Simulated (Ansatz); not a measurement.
Worked sum: reaction energy

We look at the reaction energy. Reaction: GaP (zinc blende) + 1/2 As2 (gas) → GaAs (zinc blende) + 1/2 P2 (gas). Negative: the products are lower in energy.

GaAs (zinc blende, F-43m), 2 atoms in the cell. Conventional cell: a = 5.7461 Å, b = 5.7461 Å, c = 5.7461 Å, α = 90.00°, β = 90.00°, γ = 90.00°.

GaP (zinc blende, F-43m), 2 atoms in the cell. Conventional cell: a = b = c = 5.5057 Å, α = β = γ = 90.00°.

Method: Ansatz (a program for electronic structure), PAW, neutral cells at 0 K with nuclei at rest, on structures from PBE. Ansatz runs with its PAW set soft_1. Other levels take these structures, unless marked own geometry. The lattices are those relaxed with PBE, so at other levels the solids can be strained, which adds to the spread. A dispersion term (D3(BJ), or D4 for r2SCAN) was computed beside these levels and is taken off wherever the name lacks it.

Total energies of the cells in eV, at zero smearing width. They compare only within one column; the weights balance every element.

```tsv
cell	atoms	weight	r2SCAN	r2SCAN (own geometry)
GaAs (zinc blende)	2	+2	-8655.75525	-8655.77298
GaP (zinc blende)	2	−2	-4550.48212	-4550.49158
P2 (gas)	2	+1	-1516.45102	-1516.45531
As2 (gas)	2	−1	-9727.28691	-9727.29654
```

r2SCAN: 2 × (-8655.75525) − 2 × (-4550.48212) + (-1516.45102) − (-9727.28691) = 0.290 eV; dividing by 2 gives 0.14 eV.

r2SCAN (own geometry): 2 × (-8655.77298) − 2 × (-4550.49158) + (-1516.45531) − (-9727.29654) = 0.278 eV; dividing by 2 gives 0.14 eV.

What follows from the r2SCAN value: Per mole of the reaction as written, 0.145 eV × 96.485 = 14.0 kJ.
